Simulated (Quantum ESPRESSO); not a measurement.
## Convergence series on La2H5 (I4_1/amd, 14 atoms in the cell)

```
CELL_PARAMETERS angstrom
      2.79171    -2.79171     5.66711
      2.79171     2.79171     5.66711
     -2.79171    -2.79171     5.66711
ATOMIC_POSITIONS crystal
  La 0.50000 0.00419 0.50419
  La 0.00000 0.75419 0.75419
  La 0.00000 0.24581 0.24581
  La 0.50000 0.49581 0.99581
  H  0.51919 0.62500 0.60581
  H  0.48081 0.39419 0.37500
  H  0.48081 0.12500 0.14419
  H  0.51919 0.85581 0.87500
  H  0.98081 0.62500 0.14419
  H  0.01919 0.85581 0.37500
  H  0.01919 0.12500 0.60581
  H  0.98081 0.39419 0.87500
  H  0.50000 0.25000 0.75000
  H  0.00000 0.00000 0.00000
```

Computed with PBEsol, GBRV 1.5 ultrasoft (PBESOL) pseudopotentials (plane waves; Quantum ESPRESSO).

The starting cell comes from a database of computed structures (which also holds hypothetical and non-ambient phases and stackings), without a prior relaxation at this level.

Held fixed: ecutwfc = 40 Ry; ecutrho = 200 Ry; occupations = smearing; smearing = cold; degauss = 0.0073499 Ry; potentials = {La: la_pbesol_v1.uspp.F.UPF, H: h_pbesol_v1.4.uspp.F.UPF}; conv_thr = 1e-10 Ry; mixing_beta = 0.3.

ΔF is the free energy per atom less that of the last row (automatic 9 9 9 0 0 0).

| K_POINTS | ΔF (meV/atom) | pressure (GPa) | largest force (eV/Å) | k-points | plane waves |
|---|---|---|---|---|---|
| automatic 1 1 1 0 0 0 | -83.8 | -5.32 | 0.310 | 1 | 5069 |
| automatic 2 2 2 0 0 0 | 17.5 | -2.19 | 0.088 | 4 | 5130 |
| automatic 3 3 3 0 0 0 | -0.86 | -2.54 | 0.034 | 6 | 5110 |
| automatic 4 4 4 0 0 0 | 2.0 | -2.47 | 0.016 | 13 | 5130 |
| automatic 5 5 5 0 0 0 | -0.25 | -2.50 | 0.033 | 18 | 5130 |
| automatic 7 7 7 0 0 0 | -0.16 | -2.50 | 0.020 | 40 | 5134 |
| automatic 8 8 8 0 0 0 | 0.08 | -2.50 | 0.020 | 59 | 5130 |
| automatic 9 9 9 0 0 0 | 0.00 | -2.50 | 0.021 | 75 | 5128 |

Pressure within 1 GPa of the last row: from K_POINTS = automatic 2 2 2 0 0 0 on; the one before it is off by 2.8 GPa. The value it settles on is -2.5 GPa at this level of theory and with the other settings as held.

Energy within 1 meV/atom of the last row: from K_POINTS = automatic 5 5 5 0 0 0 on; the one before it is off by 2.0 meV/atom.
